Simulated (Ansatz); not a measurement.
Start from MgSe in the rock salt structure (space group Fm-3m, No. 225).

```
MgSe
1.0
    0.00000     2.73618     2.73618
    2.73618     0.00000     2.73618
    2.73618     2.73618     0.00000
Mg Se
1 1
Direct
  0.00000   0.00000   0.00000
  0.50000   0.50000   0.50000
```

Cartesian axes are those of the cell as printed.

Level of theory: r2SCAN (Ansatz, an electronic-structure program, PAW, no spin-orbit coupling).

Strains are applied to the cell and any free atomic positions relax; under biaxial strain the out-of-plane vector relaxes too.

One change was made to it. Results:

| quantity | base | after |
|---|---|---|
| energy relative to the base (free energy F) | 0 meV/atom | +12 meV/atom |
| valence-band top at Γ (three highest levels, from the VBM) | 0.00, 0.00, 0.00 eV | 0.00, 0.00, -0.41 eV |

Question: Which of these changes matches the shifts?
A) biaxial strain −2.50 %, plane normal [111], relaxed out of plane
B) biaxial strain −0.42 %, plane normal [111], relaxed out of plane
C) biaxial strain −0.83 %, plane normal [111], relaxed out of plane

Answer: A, biaxial strain −2.50 %, plane normal [111], relaxed out of plane. For comparison, the energy relative to the base in the other runs: biaxial strain −0.42 %, plane normal [111], relaxed out of plane gives +0.3 meV/atom; biaxial strain −0.83 %, plane normal [111], relaxed out of plane gives +1.3 meV/atom.

The levels and masses belong to the bands next to the band gap. Stability against distortions was not tested.
